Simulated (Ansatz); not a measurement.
Results of r²SCAN (Ansatz, a quantum-chemistry and plane-wave program, PAW) for TaSnS (model structure, started from the ZrSiS type, P4/nmm, No. 129, 6 atoms in the cell).

Settings: plane-wave cutoff 560 eV, 14×14×6 k mesh (along the axes of the cell as run), Fermi–Dirac smearing 0.05 eV, scalar-relativistic PAW data made under PBE.

Cell (relaxed at this level):

```
SnTaS
1.0
    3.86809     0.00000     0.00000
    0.00000     3.86809     0.00000
    0.00000     0.00000     7.67502
Ta Sn S
2 2 2
Cartesian
  0.00000   1.93405   5.46270
  1.93405   0.00000   2.21232
  0.00000   0.00000   0.00000
  1.93405   1.93405   0.00000
  1.93405   0.00000   4.76053
  0.00000   1.93405   2.91449
```

Task: What does this level give for the bulk modulus?

Result: 
bulk modulus: 120 GPa

The run finds no gap.

Note: the bulk modulus is −V dP/dV from two relaxed cells at ±2 % in volume; the relaxation could raise the start's symmetry but not lower it, so the cell can be a saddle point.

Spin–orbit coupling is not included; it can open a gap where bands touch, and shift volumes and moduli.

Computed values are for the static lattice.

It cost around 16 core-minutes (rough) of CPU time.

A model structure was made by putting elements into a prototype or built by hand; it is no filed structure, need not be a known phase, and can be a saddle point held by its symmetry.
